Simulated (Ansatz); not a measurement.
Troubleshooting Ansatz (an electronic-structure program): a failed run on Cu₂Ge (P4/nmm, 6 atoms in the cell). The aim is a self-consistent single point with DFT, PBEsol, plane waves, default PAW files made with PBE.

Input as run:

Ansatz 0.2 input:
```yaml
crystal:
  lattice:
    - [3.708161, 0.000000, 0.000000]
    - [0.000000, 3.708161, 0.000000]
    - [0.000000, 0.000000, 5.658082]
  atoms:
    - { symbol: Cu, position: [0.000000, 0.000000, 0.000000] }
    - { symbol: Cu, position: [0.500000, 0.500000, 0.000000] }
    - { symbol: Cu, position: [0.500000, 0.000000, 0.270000] }
    - { symbol: Cu, position: [0.000000, 0.500000, 0.730000] }
    - { symbol: Ge, position: [0.500000, 0.000000, 0.700000] }
    - { symbol: Ge, position: [0.000000, 0.500000, 0.300000] }
basis:
  ecutwfc: 420.0 eV
kpoints:
  mp_grid: { grid: [9, 9, 6] }
hamiltonian:
  xc: pbesol
  pseudopotentials: { kind: paw }
scf:
  self_checks: low
output:
  forces: true
  eigenvalues: true
  stress: true
```

The program printed (abridged):

```
Error: YAML parse error: `scf.occupations.method` is required: fixed only where the cell keeps a band gap throughout the run, explicit beside scf.occupations.values (under evaluate: without them), else a smearing such as fermi_dirac (scf.occupations.width is optional; its entry in the input reference gives the default)
```

Problem. From the messages shown, name the fault and mend the input.

Solution. The fault is no occupation method given. This program has no default for the filling of the bands. To fix it, state the occupation method. The program stopped before any SCF iteration.

An input that runs soundly differs in these lines (not the only fix; some lines may just follow from the change or write a value another way):
```diff
+  occupations: { method: cold, width: 0.136 eV }
```

With that input, the run converged in 8 iterations: free energy E − TS (on the zero of these files) -34861.7033 eV; Fermi level (on the code's own zero) 15.70 eV; pressure 7.28 GPa; largest force (vector length) 1.111 eV/Å (DFT, PBEsol, plane waves, default PAW files made with PBE).

On the sound input: the starting cell was generated: these elements placed on a structure prototype, without a prior relaxation; it need not be a known phase or ordering of this composition. Spin polarisation is off. With a pressure of about 7 GPa the cell is away from its equilibrium volume at this level. Forces in this geometry exceed 1 eV/Å. Ansatz's pressure includes its estimate of the finite-basis (Pulay) stress.
